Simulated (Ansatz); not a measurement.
Worked example: self-consistent single point of VOs (P4mm, 2 atoms in the cell) in Ansatz (a program for electronic structure).

Computed with LDA (PW92), default PAW files made with PBE (plane waves; Ansatz).

```xyz
2
Lattice="3.0015 0.0000 0.0000 0.0000 3.0015 0.0000 0.0000 0.0000 3.0015" Properties=species:S:1:pos:R:3 pbc="T T T"
V      0.0000     0.0000     0.0500
Os     1.5007     1.5007     1.5007
```
Moments meant for the start (each program seeds them in its own way; μB, in the order of the atoms V Os): 2.0 0.0.

Reference input (self-consistent single point, DFT, LDA (PW92), plane waves, default PAW files made with PBE): basis.ecutwfc = 420 eV; kpoints.mp_grid.grid = 11 11 11; hamiltonian.xc = lda; hamiltonian.pseudopotentials = {kind: paw} (the program's default PAW files); magnetization.spin_polarized = true; scf.occupations.method = fermi_dirac; scf.occupations.width = 0.1 eV. This run's input differs from it in these lines:

Ansatz 0.2 input:
```diff
@@ -12,3 +12,4 @@
   mp_grid:
-    grid: [11, 11, 11]
+    grid: [19, 19, 19]
+    shift: [0.5, 0.5, 0.5]
 hamiltonian:
```

The program printed (abridged):

```
SCF iter   1: F=—  HF=-13981.079346 eV  |F-HF|=—  |Δ(HF+E_count)|=         —  Δρ=1.40e-1 (↑1.40e-1 ↓6.10e-2)  dr2=2.60e0  dr2_m=2.20e0  M=0.168 μB ∫|m|=0.213 μB  β_m=0.30  ethr=3.10e-3  ⟨swp⟩=4.5  Hψ=84068  notcnv=0
Mixer restart at iter 1: flushing history
all-band conjugate gradients solve this SCF's bands
preconditioner: auto → none
   [... lines left out ...]
SCF iter  11: F=—  HF=-13979.385293 eV  |F-HF|=—  |Δ(HF+E_count)|=   1.25e-7  Δρ=2.59e-6 (↑2.59e-6 ↓1.02e-6)  dr2=5.31e-9  dr2_m=2.46e-10  M=0.000 μB ∫|m|=0.000 μB  β_m=0.89  ethr=9.01e-10  ⟨swp⟩=2.0  Hψ=29705  notcnv=0
SCF iter  12: F=-13979.385293 eV  HF=-13979.385293 eV  |F-HF|=4.55e-11  |Δ(HF+E_count)|=   3.56e-9  Δρ=2.59e-7 (↑2.48e-7 ↓2.59e-7)  dr2=4.97e-11  dr2_m=9.28e-13  M=-0.000 μB ∫|m|=0.000 μB  ethr=1.83e-11  ⟨swp⟩=1.0  Hψ=57740  notcnv=0
SCF 1 converged in 12 iterations: F = -13979.385293 eV  dr2 = 4.97e-11
Crystal: 2 atoms, lattice volume = 27.040 Å³
Starting moments: Σ|m| = 7 μB on 2 of 2 sites
SCF iter   1: F=—  HF=-13976.881580 eV  |F-HF|=—  |Δ(HF+E_count)|=         —  Δρ=2.32e-1 (↑2.32e-1 ↓1.81e-1)  dr2=1.25e0  dr2_m=1.04e1  M=1.344 μB ∫|m|=1.345 μB  β_m=0.30  ethr=3.10e-3  ⟨swp⟩=4.4  Hψ=80978  notcnv=0
preconditioner: auto → none
SCF iter   2: F=—  HF=-13977.973879 eV  |F-HF|=—  |Δ(HF+E_count)|=    1.09e0  Δρ=1.68e-1 (↑1.68e-1 ↓1.36e-1)  dr2=5.65e-1  dr2_m=5.59e0  M=1.112 μB ∫|m|=1.115 μB  β_m=0.30  ethr=3.10e-3  ⟨swp⟩=2.0  Hψ=35562  notcnv=0  defer=179
   [... lines left out ...]
spin-set hold released at iteration 7 (site moments contracting)
iter 15 did not close the SCF: its close was put off for a magnetic moment that had not settled (scf_convergence_deferred on its scf_iter line)
iter 16 did not close the SCF: its close was put off for a magnetic moment that had not settled (scf_convergence_deferred on its scf_iter line)
iter 17 did not close the SCF: its close was put off for a magnetic moment that had not settled (scf_convergence_deferred on its scf_iter line)
WARN: the starting moments were not kept: the SCF closed with an absolute magnetisation of 9.8e-7 μB, where they sum to 2 μB in size (1 site) …
Absolute magnetization: 0.0000 μB (∫|ρ↑−ρ↓|, with the PAW one-centre terms)
Free energy (F): -13979.385293 eV
Fermi energy:    21.938206 eV
   [... lines left out ...]
  atom   2  Os     0.00000000     0.00000000     0.08144830
--- Stress (GPa, compression-positive) ---
       -9.807163       0.000000       0.000000
        0.000000      -9.807163       0.000000
        0.000000       0.000000      -9.737748
  P = ⅓ Tr σ = -9.7840 GPa (-97.840 kbar)
  The stress holds the Pulay correction. Without it, at fixed plane waves, as pw.x and ABINIT print it: P = -9.8503 GPa
```

The run converged, with 30 iterations in all over 2 SCF loops. Against the reference run the free energy hardly moves (within 1 meV/atom), the pressure hardly changes (-9.75 to -9.78 GPa) and the largest force goes from 0.093 to 0.081 eV/Å.

The starting cell comes from a database of computed structures (which also holds hypothetical and non-ambient phases and stackings), without a prior relaxation at this level. Its lattice was rescaled by up to half a per cent. One atom was moved a little off its site on purpose. The starting moments vanished: the run ended non-magnetic, which need not be the lowest state. The program warned that a starting moment was not kept. Ansatz's pressure includes its estimate of the finite-basis (Pulay) stress.

Cost on one core of a shared machine: roughly 3 min.
